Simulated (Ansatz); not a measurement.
The reference is HfO₂ (space group P4_2/nmc, No. 137).

```xyz
6
Lattice="3.6048 0.0000 0.0000 0.0000 3.6048 0.0000 0.0000 0.0000 5.2650" Properties=species:S:1:pos:R:3 pbc="T T T"
Hf     0.0000     0.0000     0.0000
Hf     1.8024     1.8024     2.6325
O      0.0000     1.8024     1.0174
O      0.0000     1.8024     3.6499
O      1.8024     0.0000     1.6151
O      1.8024     0.0000     4.2476
```

All numbers come from DFT with PBE, PAW potentials and a 420 eV plane-wave cutoff in Ansatz (a program for electronic structure), no spin-orbit coupling, earlier PAW set.

For the base:

- Gap between the host's bands: 4.67 eV
- Gap character: indirect, Z → Γ

It is then changed as follows: 0.684 electrons added to each cell, a density of 1.0×10^22 cm⁻³, with a uniform compensating background at fixed cell and a 300 K Fermi–Dirac width.

Q: What happens to the Fermi level from band edge?

A: The Fermi level relative to the doped band's edge (positive inside the band; to 0.05 eV) is +0.55 eV.

Q: Estimate the effect on the gap between the host's bands.

A: The gap between the host's bands stays 4.67 eV.

Q: What does the calculation give for the largest internal atomic displacement after the change?

A: The largest internal atomic displacement amounts to 0.016 Å.

Q: What happens to the gap character?

A: The gap character stays indirect, Z → Γ.

Carriers are added with a uniform compensating background; total energy and stress of such cells depend on the potential's zero and are not compared; many-body gap narrowing is missing at this level. With Hf present, leaving out spin-orbit coupling can change the band edges. No phonon test of stability was made. This is not the structure that HfO2 has at room temperature and ambient pressure.
